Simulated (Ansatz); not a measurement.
Amorphous cells of 8 compositions: the gap between the highest filled and lowest empty level at the zone centre, by PBE and by a single point of HSE06 on the same geometry (PBE, scalar-relativistic without spin-orbit coupling (plane waves to 420 eV, PAW; Ansatz, a program for electronic structure); exact exchange cut at the cells' faces). The networks come from melt-quench runs on the CHGNet potential at compositions and starting densities chosen by hand, with anions pushed apart in the CHGNet dynamics, and DFT then relaxed them. The cells are small and were quenched far faster than real films, so single cells scatter. Defect or tail levels can set these gaps. The rows are the first to finish with both values and no moments.

```
cell                       PBE gap x (eV)  HSE06 gap y (eV)
-------------------------  --------------  ----------------
A (In22WO36, 6.57 g/cm3)             0.76              2.15
B (Ga24O38Sn, 5.06 g/cm3)            1.31              3.02
C (Ga24O38Ge, 4.95 g/cm3)            1.38          withheld
D (Al64O94, 2.81 g/cm3)              1.41              2.29
E (Ga24O38Si, 4.85 g/cm3)            1.42              3.09
F (Si24O47H2, 2.05 g/cm3)            1.64              2.59
G (Ga24O38Hf, 5.32 g/cm3)            1.66              3.37
H (Ga24O37Sr, 5.00 g/cm3)            1.72              3.42
```

**Question.** Fit a straight line through the 7 full rows and predict the withheld value for C (Ga24O38Ge, 4.95 g/cm3).

**Answer.** Means: x = 1.417, y = 2.847. Slope = Σ(Δx Δy) / Σ(Δx²) = 0.6874 / 0.6437 = 1.07; the r.m.s. residual is 0.342. Prediction: 2.847 + 1.07 × (1.38 − 1.417) = 2.81. The run gave 3.08, 0.27 above the line.
